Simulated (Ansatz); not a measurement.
Ansatz (a first-principles code) run on TiC (P6_3/mmc, 8 atoms in the cell): self-consistent single point.

Method of the run: PBE (plane waves, PAW; Ansatz).

```
TiC
1.0
    3.20013     0.00000     0.00000
   -1.60007     2.77140     0.00000
    0.00000     0.00000    10.79606
Ti C
4 4
Cartesian
  0.00000   1.84760   1.34951
  1.60007   0.92380   6.74754
  1.60007   0.92380   9.44655
  0.00000   1.84760   4.04852
  0.00000   0.00000   0.00000
  0.00000   0.00000   5.39803
  0.00000   1.84760   8.09704
  1.60007   0.92380   2.69901
```

Reference input (self-consistent single point, DFT, PBE, plane waves, default PAW files): basis.ecutwfc = 420 eV; kpoints.mp_grid.grid = 12 12 3; hamiltonian.xc = pbe; hamiltonian.pseudopotentials = {kind: paw} (the program's default PAW files); scf.occupations.method = fermi_dirac; scf.occupations.width = 0.1 eV. This run's input differs from it in these lines:

Ansatz 0.2 input:
```diff
@@ -15,3 +15,3 @@
 basis:
-  ecutwfc: 420.0
+  ecutwfc: 545.0
 kpoints:
```

The program printed (abridged):

```
SCF iter   1: F=—  HF=-11006.145185 eV  |F-HF|=—  |Δ(HF+E_count)|=         —  Δρ=6.05e-3  dr2=9.33e-2  ethr=1.77e-3  ⟨swp⟩=4.0  Hψ=5589  notcnv=0
all-band conjugate gradients solve this SCF's bands
preconditioner: auto → Kerker (q_TF=auto, 2.551 Å⁻¹)
SCF iter   2: F=—  HF=-11006.133746 eV  |F-HF|=—  |Δ(HF+E_count)|=   1.14e-2  Δρ=2.91e-3  dr2=2.36e-2  ethr=1.46e-4  ⟨swp⟩=1.4  Hψ=1847  notcnv=0
   [... lines left out ...]
SCF iter   5: F=—  HF=-11006.128867 eV  |F-HF|=—  |Δ(HF+E_count)|=   6.67e-6  Δρ=7.17e-5  dr2=7.68e-6  ethr=8.92e-8  ⟨swp⟩=2.0  Hψ=2104  notcnv=0
SCF iter   6: F=—  HF=-11006.128866 eV  |F-HF|=—  |Δ(HF+E_count)|=   7.16e-7  Δρ=3.24e-5  dr2=1.31e-6  ethr=1.20e-8  ⟨swp⟩=2.1  Hψ=2216  notcnv=0
SCF iter   7: F=—  HF=-11006.128866 eV  |F-HF|=—  |Δ(HF+E_count)|=   1.39e-7  Δρ=9.99e-6  dr2=1.17e-7  ethr=2.05e-9  ⟨swp⟩=2.0  Hψ=2039  notcnv=0
SCF iter   8: F=-11006.128866 eV  HF=-11006.128866 eV  |F-HF|=8.40e-10  |Δ(HF+E_count)|=   4.45e-9  Δρ=2.28e-6  dr2=4.41e-9  ethr=1.56e-10  ⟨swp⟩=4.6  Hψ=4622  notcnv=0
SCF 1 converged in 8 iterations: F = -11006.128866 eV  dr2 = 4.41e-9
Free energy (F): -11006.128866 eV
Internal energy: -11006.073144 eV  (E = F + TS)
E sigma→0 (E₀):  -11006.101005 eV
Entropy (-TS):   -0.055722 eV (-6.965 meV/atom)
Fermi energy:    11.885640 eV
--- Forces (eV/Å), atoms counted from 1 ---
  atom   1  Ti    -0.00000000     0.00000000    -1.74719587
  atom   2  Ti     0.00000000    -0.00000000    -1.74719587
  atom   3  Ti     0.00000000    -0.00000000     1.74719587
  atom   4  Ti    -0.00000000     0.00000000     1.74719587
  atom   5  C     -0.00000000     0.00000000     0.00000000
  atom   6  C      0.00000000     0.00000000    -0.00000000
  atom   7  C     -0.00000000     0.00000000     0.00000000
  atom   8  C     -0.00000000    -0.00000000     0.00000000
--- Stress (GPa, compression-positive) ---
      -25.025308       0.000000       0.000000
        0.000000     -25.025308       0.000000
        0.000000       0.000000     -19.642825
  P = ⅓ Tr σ = -23.2311 GPa (-232.311 kbar)
  The stress holds the Pulay correction. Without it, at fixed plane waves, as pw.x and ABINIT print it: P = -23.2446 GPa
```

The run converged in 8 iterations. Against the reference run the free energy goes down by 1.8 meV/atom, the pressure hardly changes (-23.22 to -23.23 GPa) and the largest force stays at 1.747 eV/Å.

The starting cell was generated: these elements placed on a structure prototype, without a prior relaxation; it need not be a known phase or ordering of this composition. Its lattice was rescaled by a random factor within 2.5 % of one. Spin polarisation is off. Forces in this geometry exceed 1 eV/Å. Ansatz's pressure includes its estimate of the finite-basis (Pulay) stress.
